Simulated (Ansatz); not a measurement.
Hypothetical Pm-3n SrB3C3, response to strain

The parent structure is SrB3C3 (space group Pm-3n, No. 223; a = 4.8427 Å; a hypothetical phase, not in the database extracts checked). Axes: x, y, z lie along the cube axes.

Strains are applied to the cell and any free atomic positions relax; under stress the whole cell relaxes.

Method: Ansatz (a first-principles code), PBEsol, PAW, cutoff 420 eV, no spin-orbit coupling.

Notes on the quantities. energy relative to the base: free energy F.

| variant | shortest interatomic distance | energy relative to the base | space group |
|---|---|---|---|
| base | 1.712 Å | 0 meV/atom | Pm-3n (No. 223) |
| isotropic strain +0.95 % | 1.728 Å | +4.7 meV/atom | Pm-3n (No. 223) |
| uniaxial strain ε_xx = −1.74 % | 1.699 Å | +3.0 meV/atom | P4_2/mmc (No. 131) |
| uniaxial stress, 1 GPa tension along x | 1.711 Å | +0.1 meV/atom | P4_2/mmc (No. 131) |
| uniaxial stress, 8 GPa compression along z | 1.703 Å | +4.3 meV/atom | P4_2/mmc (No. 131) |

Without a gap, meshes like the base's 8×8×8 leave anisotropic stresses uncertain by several tenths of a GPa, and small strain energies with them. Beyond what the load breaks, stability against distortions was not tested. The final runs are not spin-polarised.
